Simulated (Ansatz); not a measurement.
# Rh, response to strain

Start from Rh in the fcc (Cu type) structure (space group Fm-3m, No. 225; a = 3.832 Å; relaxed with 0.1 eV smearing).

Strains are applied to the cell and any free atomic positions relax.

Calculations: Ansatz (a first-principles code) PBE, no spin-orbit coupling.

Candidates:
(a) isotropic strain −3.00 %
(b) isotropic strain +3.00 %
(c) isotropic strain −2.50 %
(d) isotropic strain +2.50 %

Notes on the quantities. energy relative to the base: free energy F.

Q: Order them by energy relative to the base, highest first.

A: (a) isotropic strain −3.00 % (+103 meV/atom), (b) isotropic strain +3.00 % (+80 meV/atom), (c) isotropic strain −2.50 % (+70 meV/atom), (d) isotropic strain +2.50 % (+57 meV/atom)

Whether these cells are dynamically stable was not tested. The final runs are not spin-polarised. Rh lies near a magnetic instability that expansion can trigger; it was not tested.
